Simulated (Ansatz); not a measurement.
The parent structure is NaCl in the rock salt structure (space group Fm-3m, No. 225).

```
CELL_PARAMETERS angstrom
      0.00000     2.80386     2.80386
      2.80386     0.00000     2.80386
      2.80386     2.80386     0.00000
ATOMIC_POSITIONS crystal
  Cl 0.00000 0.00000 0.00000
  Na 0.50000 0.50000 0.50000
```

Cartesian axes are those of the cell as printed.

Computed with r2SCAN, PAW, 500 eV (Ansatz, a quantum-chemistry and plane-wave program; scalar-relativistic without spin-orbit coupling).

Strains are applied to the cell and any free atomic positions relax; under biaxial strain the out-of-plane vector relaxes too.

One change was made to it. Results:

```json
[
 {"quantity": "shortest interatomic distance", "base": "5.299 bohr", "after": "5.236 bohr"},
 {"quantity": "energy relative to the base (free energy F)", "base": "0 meV/atom", "after": "+1.4 meV/atom"},
 {"quantity": "band gap", "base": "5.97 eV", "after": "5.91 eV"}
]
```

Task: What was done to the base?
(A) strain tensor (xx, yy, zz, yz, xz, xy) = (−1.18, +1.18, +0.23, −1.07, +0.38, −0.26) %
(B) biaxial strain +3.98 %, plane normal [001], relaxed out of plane
(C) biaxial strain −4.78 %, plane normal [001], relaxed out of plane
(D) isotropic strain +1.82 %
(E) biaxial strain −1.69 %, plane normal [111], relaxed out of plane

Result: A, strain tensor (xx, yy, zz, yz, xz, xy) = (−1.18, +1.18, +0.23, −1.07, +0.38, −0.26) %. For comparison, the band gap in the other runs: isotropic strain +1.82 % gives 5.75 eV; biaxial strain +3.98 %, plane normal [001], relaxed out of plane gives 5.70 eV; biaxial strain −1.69 %, plane normal [111], relaxed out of plane gives 6.01 eV; biaxial strain −4.78 %, plane normal [001], relaxed out of plane gives 6.30 eV.

No phonon test of stability was made.
